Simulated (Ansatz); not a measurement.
BN: response to strain

Start from BN in the zinc blende structure (space group F-43m, No. 216; a = 3.606 Å). Axes: x, y, z lie along the cube axes.

Strains are applied to the cell and any free atomic positions relax; under biaxial strain the out-of-plane vector relaxes too.

All numbers come from Ansatz (a quantum-chemistry and plane-wave program) PBEsol, scalar-relativistic without spin-orbit coupling.

```tsv
biaxial strain, plane normal [111], relaxed out of plane (%)	out-of-plane strain (%)
0	0.00
0.42	-0.07
0.83	-0.14
1.25	?
1.67	-0.27
2.08	-0.34
2.5	-0.40
```

### Question
Fit ε⊥ = −νε + γε² (strains in %) to the rows shown and predict the withheld row.

### Answer
Least squares on the printed values gives ν = 0.17 (the biaxial Poisson response) and γ = 0.004 (largest residual 0.00 %); this predicts -0.21 %, and the run gives -0.20 %, in agreement.

Whether these cells are dynamically stable was not tested.
